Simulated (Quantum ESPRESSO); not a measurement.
# How a calculation on Mg6BiB (P1, 8 atoms in the cell) responds to its settings

```xyz
8
Lattice="4.5079 0.0000 0.0000 0.0000 3.0104 6.6186 0.0000 -3.0104 6.6186" Properties=species:S:1:pos:R:3 pbc="T T T"
Mg     0.0305     1.5398     7.3847
Mg     0.0442    -1.5591     7.3224
Mg    -0.1128     0.0349     4.2667
Mg     2.3138     1.6916     5.3793
Mg     2.2981    -1.6687     5.3242
Mg     2.2331     0.0423     2.4045
B      0.0215    -0.0299    12.1268
Bi     2.1874    -0.0510     8.7397
```

Base run A: PBEsol, SSSP 1.1.2 efficiency (PBE) pseudopotentials in Quantum ESPRESSO, self-consistent single point.

Its settings: ecutwfc = 40 Ry; ecutrho = 320 Ry; occupations = smearing; smearing = gaussian; degauss = 0.019992 Ry; input_dft = pbesol; potentials = {Mg: Mg.pbe-n-kjpaw_psl.0.3.0.UPF, B: b_pbe_v1.4.uspp.F.UPF, Bi: Bi_pbe_v1.uspp.F.UPF}; K_POINTS = automatic 4 3 3 1 1 1; conv_thr = 1e-10 Ry; mixing_beta = 0.5.

The starting cell comes from a database of computed structures (which also holds hypothetical and non-ambient phases and stackings), without a prior relaxation at this level. Its atoms were displaced at random from the sites of space group no. 38. Without a gap this mesh is coarse (it stands for a supercell whose shortest vector is 18 Å).

Absolute energies have different zeros for different potentials, functionals, Hubbard and dispersion terms and are not compared across them.

Run A gave: pressure (GPa) -1.07; largest force (eV/Å) 0.719; valence electrons 30.

Runs:
- B: ecutwfc: 40 Ry → 85 Ry; ecutrho: 320 Ry → default; input_dft: pbesol → default; pseudopotentials: {Mg: Mg.pbe-n-kjpaw_psl.0.3.0.UPF, B: b_pbe_v1.4.uspp.F.UPF, Bi: Bi_pbe_v1.uspp.F.UPF} → {Mg: Mg.upf, B: B.upf, Bi: Bi.upf} [LDA (PW92)]
- C: input_dft: pbesol → rpbe [RPBE]
- D: input_dft: pbesol → revpbe [revPBE]
- E: input_dft: pbesol → blyp [BLYP]
- F: input_dft: pbesol → wc [Wu-Cohen GGA]
- G: input_dft: pbesol → pw91 [PW91]
- H: input_dft: pbesol → vdw-df2 [vdW-DF2]
- I: input_dft: pbesol → vdw-df-cx [vdW-DF-cx]
- J: input_dft: pbesol → rvv10 [rVV10]

### Question
What does run G change against A?

### Answer
The pressure goes from -1.07 to -0.10 GPa and the largest force goes from 0.719 to 0.705 eV/Å.

### Question
What does run F change against A?

### Answer
The pressure goes from -1.07 to -0.97 GPa and the largest force hardly changes (0.719 to 0.713 eV/Å).

### Question
What does run B change against A?

### Answer
The pressure goes from -1.07 to -2.42 GPa and the largest force goes from 0.719 to 0.663 eV/Å.

| run | pressure (GPa) | largest force (eV/Å) | valence electrons |
|---|---|---|---|
| A | -1.07 | 0.719 | 30 |
| B | -2.42 | 0.663 | 78 |
| C | 1.05 | 0.751 | 30 |
| D | 0.81 | 0.745 | 30 |
| E | 1.30 | 0.645 | 30 |
| F | -0.97 | 0.713 | 30 |
| G | -0.10 | 0.705 | 30 |
| H | 1.55 | 0.670 | 30 |
| I | -0.25 | 0.748 | 30 |
| J | 0.08 | 0.711 | 30 |
